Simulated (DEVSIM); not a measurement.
Device: abrupt Si p-n junction, at 300 K.

Layer 1 from the left is Si, thickness (μm) 0.190, Na (cm⁻³) 8.1e15, τn (s) 1.1e-6, τp (s) 1.1e-6. Layer 2 from the left is Si, thickness (μm) 140, Nd (cm⁻³) 7.3e14, τn (s) 1.1e-6, τp (s) 1.1e-6.

Left contact: ohmic. Right contact: ohmic. Voltage is applied to the left contact. Recombination: SRH at mid-gap, radiative. Mobility is μmin + (μ − μmin)/(1 + (N/Nref)^α).

The device is made up for the run: typed textbook-type constants, with dimensions and the other settings drawn at random. Values at 300 K.

Si: gap (eV) 1.124, affinity (eV) 4.05, permittivity 11.7, Nc (cm⁻³) 2.86e19, Nv (cm⁻³) 3.1e19, μn (cm²/Vs) 1417, μp (cm²/Vs) 470, μn,min 52, μp,min 45, Nref,n 9.7e16, Nref,p 2.2e17, αn 0.68, αp 0.72, B (cm³/s) 4.7e-15.

Simulated with DEVSIM: 1D drift-diffusion, Boltzmann statistics, complete ionisation; no tunnelling, impact ionisation, image-force lowering or self-heating.

Dark forward current:

```tsv
|V| (V)	|J| (A/cm²)
0.05	5.474e-8
0.10	3.543e-7
0.15	2.195e-6
0.20	1.406e-5
0.25	9.208e-5
0.30	0.0006079
0.35	0.003986
0.40	0.02466
0.45	0.1194
0.50	0.3598
0.55	0.7280
0.60	1.177
0.65	1.680
0.70	2.228
0.75	2.817
0.80	3.444
0.85	4.110
0.90	4.813
0.95	5.555
1.00	6.335
1.05	7.153
1.10	8.010
1.15	8.905
1.20	9.839
1.25	10.81
1.30	11.82
```

Task: Work out the local ideality factor n = ΔV / (kT/q · ln(J2/J1)) between the rows 0.15 and 0.20 V, 0.25 and 0.30 V, 1.25 and 1.30 V.

Result: kT/q = 25.85 mV. From 0.15 to 0.20 V: ln(1.406e-5/2.195e-6) = 1.857, n = 1.04, near the 1 of diffusion or emission over a barrier. From 0.25 to 0.30 V: ln(0.0006079/9.208e-5) = 1.887, n = 1.02, near the 1 of diffusion or emission over a barrier. From 1.25 to 1.30 V: ln(11.82/10.81) = 0.089, n = 21.65.

Task: Estimate the current at 0.25 V from the Shockley equation with J0 = Σ q ni² D/(N L) coth(W/L), τ joining the SRH, radiative and Auger lifetimes that are on, and W taken as the whole layer.

Result: ni² = 1.16e20 cm⁻⁶; electrons in the p layer: μ = 1200 cm²/Vs, D = 31.1 cm²/s, τ = 1.10e-6 s, L = 58.5 μm, W/L = 0.0032, term 3.75e-9 A/cm²; holes in the n layer: μ = 463 cm²/Vs, D = 12.0 cm²/s, τ = 1.10e-6 s, L = 36.3 μm, W/L = 3.9, term 8.40e-11 A/cm². J0 = 3.84e-9 A/cm², and J = J0 exp(qV/kT) = 6.08e-5 A/cm². The simulation gives 9.21e-5 A/cm²; the estimate lies 34 % below. The estimate leaves out recombination in the depletion region and that region's share of W.
